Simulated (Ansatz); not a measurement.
Where the default PAW files enter, the runs use the earlier of Ansatz's two default sets.

Evanescent states of KI (Fm-3m, rock salt, 2 atoms a cell, 44.5 Å³ an atom) along the normal of (111)

Level of theory: r2SCAN (plane waves, PAW; Ansatz, an electronic-structure program).

The gap is the functional's own. No spin-orbit coupling. Mid-gap values are interpolated on the energy grid.

Energies count from the valence-band top; κ is the least over a 12×12 mesh across the current.

```json
[
 {"E (eV)": "0.11", "κ (1/Å)": "0.118", "where": "Γ"},
 {"E (eV)": "0.33", "κ (1/Å)": "0.195", "where": "Γ"},
 {"E (eV)": "0.55", "κ (1/Å)": "0.240", "where": "Γ"},
 {"E (eV)": "0.77", "κ (1/Å)": "0.271", "where": "Γ"},
 {"E (eV)": "0.99", "κ (1/Å)": "0.293", "where": "Γ"},
 {"E (eV)": "1.21", "κ (1/Å)": "[?]", "where": "Γ"},
 {"E (eV)": "1.43", "κ (1/Å)": "[?]", "where": "Γ"},
 {"E (eV)": "1.65", "κ (1/Å)": "[?]", "where": "Γ"},
 {"E (eV)": "1.87", "κ (1/Å)": "[?]", "where": "Γ"},
 {"E (eV)": "2.09", "κ (1/Å)": "[?]", "where": "Γ"},
 {"E (eV)": "2.31", "κ (1/Å)": "[?]", "where": "Γ"},
 {"E (eV)": "2.53", "κ (1/Å)": "[?]", "where": "Γ"},
 {"E (eV)": "2.75", "κ (1/Å)": "[?]", "where": "Γ"},
 {"E (eV)": "2.97", "κ (1/Å)": "[?]", "where": "Γ"},
 {"E (eV)": "3.19", "κ (1/Å)": "[?]", "where": "Γ"},
 {"E (eV)": "3.41", "κ (1/Å)": "[?]", "where": "Γ"},
 {"E (eV)": "3.63", "κ (1/Å)": "0.259", "where": "Γ"},
 {"E (eV)": "3.85", "κ (1/Å)": "0.233", "where": "Γ"},
 {"E (eV)": "4.07", "κ (1/Å)": "0.201", "where": "Γ"},
 {"E (eV)": "4.29", "κ (1/Å)": "0.157", "where": "Γ"},
 {"E (eV)": "4.51", "κ (1/Å)": "0.083", "where": "Γ"}
]
```

Q: Fill in the missing entries.

A: 
- 1.21, κ (1/Å): 0.309
- 1.43, κ (1/Å): 0.320
- 1.65, κ (1/Å): 0.328
- 1.87, κ (1/Å): 0.332
- 2.09, κ (1/Å): 0.333
- 2.31, κ (1/Å): 0.331
- 2.53, κ (1/Å): 0.326
- 2.75, κ (1/Å): 0.319
- 2.97, κ (1/Å): 0.309
- 3.19, κ (1/Å): 0.296
- 3.41, κ (1/Å): 0.279
